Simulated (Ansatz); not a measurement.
SiO2: stress against strain

SiO2 (rutile, P4_2/mnm, 7.854 Å³/atom at rest, c along z) under a strain ε along c (axis z), the other axes held. PBEsol in Ansatz, a plane-wave DFT program (PAW, default set), 420 eV, 8×8×12 Γ-centred mesh, Fermi-Dirac smearing 0.05 eV; ions are relaxed within the symmetry of each cell. Stress is positive for a compressed cell.

Here s stands for strain and y for stress zz.

```csv
strain (%),stress zz (GPa)
-1.20,8.93
-0.60,4.37
0.00,-0.01
0.60,-4.20
1.20,-8.22
3.00,?
```

Fit y of the 5 rows that show it with a straight line. Means: s 0, y 0.174. About the means, the sum of products is -25.722 and the sum of squares of s is 3.6000; the slope is their ratio. Least squares gives y = 0.174 - 7.1450·s. Residuals (row less fit): 0.182, -0.091, -0.184, -0.087, 0.180; standard error 0.196 (degrees of freedom: 3). The slope gives the elastic constant C33 = 714 ± 10 GPa.

**Question.** Estimate the missing y (s = 3.00); what did the run itself give?

**Answer.** y = 0.174 - 7.1450 × 3.0 = -21.261 GPa. The calculation gives -19.26 GPa, 2.001 GPa above the prediction (7.1 % of the range of y in the table). The row lies outside the fitted rows, so this is an extrapolation. From the scatter of the fitted rows alone, a prediction at this place has a standard error of 0.377 GPa, so the miss is 5.3 times that.

One order more, fitted to all 11 runs of the series, follows each within 0.03, so the miss is the next term of a smooth law. SiO2 is here stishovite, a high-pressure form. Rows are the converged runs of the series near zero and its far end; series whose fitted rows scatter by over a few per cent of the range, as at a crossing or softening among them, aren't shown in this form. Most that stay on the fit to the last digits aren't either.
